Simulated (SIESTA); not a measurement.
Input and output of a self-consistent single point for Cs₂RbPdF₆ (I4/mmm, 10 atoms in the cell) (SIESTA).

Method of the run: GGA PBEsol, numerical atomic orbitals DZP, PseudoDojo PBEsol standard norm-conserving potentials (rewritten from UPF to PSML) in SIESTA.

```
Cs2RbPdF6
1.0
   -3.23396     3.23396     4.81008
    3.23396    -3.23396     4.81008
    3.23396     3.23396    -4.81008
Cs Rb Pd F
2 1 1 6
Cartesian
  0.00000   3.23397   2.40504
  3.23396   0.00000   2.40504
  0.00000   0.00000   4.81008
  0.00000   0.00000   0.00000
  1.38511   1.38511   0.00000
  1.84886   1.84886   4.81008
  1.84886  -1.84886   4.81008
 -1.84886   1.84886   4.81008
  0.00000   0.00000   2.18137
  0.00000   0.00000   7.43878
```
Moments meant for the start (each program seeds them in its own way; μB, in the order of the atoms Cs Cs Rb Pd F F F F F F): 0.0 0.0 0.0 1.0 0.0 0.0 0.0 0.0 0.0 0.0.

Reference input (self-consistent single point, DFT, GGA PBEsol, numerical atomic orbitals DZP, PseudoDojo PBEsol standard norm-conserving potentials (rewritten from UPF to PSML)): XC.functional = GGA; XC.authors = PBEsol; potentials = PseudoDojo PBEsol standard; PAO.BasisSize = DZP; PAO.EnergyShift = 0.005 Ry; MeshCutoff = 400 Ry; kgrid.MonkhorstPack = 3 3 3; OccupationFunction = FD; ElectronicTemperature = 232.09 K; Spin = polarized; MaxSCFIterations = 150; SCF.Mixer.Method = Pulay. This run's input differs from it in these lines:

```diff
@@ -36,3 +36,3 @@
 PAO.EnergyShift              0.005 Ry
-MeshCutoff                   400 Ry
+MeshCutoff                   700 Ry
 %block kgrid.MonkhorstPack
```

Output, abridged:

```
        iscf     Eharris(eV)        E_KS(eV)     FreeEng(eV)     dDmax    Ef(eV) dHmax(eV)
   scf:    1    -9662.295963    -9683.137524    -9683.137856  0.867711 -6.094144  9.900900
     spin moment: {S} , |S| = {        0.0        0.0    0.99769 }     0.99769
   scf:    2    -9690.360717    -9687.032637    -9687.032753  0.069884 -6.470070  6.035956
     spin moment: {S} , |S| = {        0.0        0.0    0.99930 }     0.99930
   scf:    3    -9690.311839    -9690.099764    -9690.099800  0.118433 -6.752714  3.443607
     spin moment: {S} , |S| = {        0.0        0.0    0.99980 }     0.99980
   [... lines left out ...]
     spin moment: {S} , |S| = {        0.0        0.0    1.00000 }     1.00000
   scf:   12    -9690.389280    -9690.389274    -9690.389274  0.000326 -6.104241  0.001965
     spin moment: {S} , |S| = {        0.0        0.0    1.00000 }     1.00000
   scf:   13    -9690.389274    -9690.389274    -9690.389274  0.000135 -6.104262  0.001928
     spin moment: {S} , |S| = {        0.0        0.0    1.00000 }     1.00000
   scf:   14    -9690.389275    -9690.389275    -9690.389275  0.000050 -6.104392  0.000369
     spin moment: {S} , |S| = {        0.0        0.0    1.00000 }     1.00000
SCF Convergence by DM+H criterion
max |DM_out - DM_in|         :     0.0000503196
max |H_out - H_in|      (eV) :     0.0003688386
SCF cycle converged after 14 iterations

Using DM_out to compute the final energy and forces

siesta: E_KS(eV) =            -9690.3893

siesta: E_KS - E_eggbox =     -9690.3893

siesta: Atomic forces (eV/Ang):
     1    0.000012   -0.000012   -0.000000
     2   -0.000012    0.000012    0.000000
     3    0.000000    0.000000    0.000000
     4   -0.000000   -0.000000   -0.000000
     5    0.169656    0.169656    0.000053
     6   -0.169656   -0.169656   -0.000053
     7   -0.170216    0.170216    0.000000
     8    0.170216   -0.170216    0.000000
     9   -0.000001   -0.000001    0.034111
    10    0.000001    0.000001   -0.034111
   Tot    0.000000    0.000000    0.000000
   Max    0.170216
   [... lines left out ...]
siesta: FreeEng =     -9690.389275
siesta: Cell volume =        201.225289 Ang**3
siesta:           5.20461503          9.44003580  kBar
   [... lines left out ...]
     3     0.443520    8.556480    0.009294  Rb
     4     0.575558   17.424442    0.609790  Pd
     5    -0.458433    7.458433    0.019693  F
     6    -0.458433    7.458433    0.019693  F
     7    -0.458453    7.458453    0.019682  F
     8    -0.458453    7.458453    0.019682  F
     9    -0.500306    7.500306    0.150449  F
    10    -0.500306    7.500306    0.150449  F
 Total     0.000000                1.000000
```

The run converged in 14 iterations. Against the reference run the free energy hardly moves (within 1 meV/atom), the pressure moves little (0.55 to 0.52 GPa), the largest force goes from 0.256 to 0.241 eV/Å, the gap on the mesh stays at 0.569 eV and the size of the net moment stays at 0.10 μB/atom.

The starting cell comes from a database of computed structures (which also holds hypothetical and non-ambient phases and stackings), without a prior relaxation at this level. Its lattice was rescaled by a random factor within 2.5 % of one. With one magnetic atom in the cell only a parallel order is possible. Values carry the incompleteness of an atom-centred basis. The basis of the alkali or alkaline-earth atoms may lack their empty d shell, which can raise the gap.

Cost on one core of a shared machine: roughly 8 min.
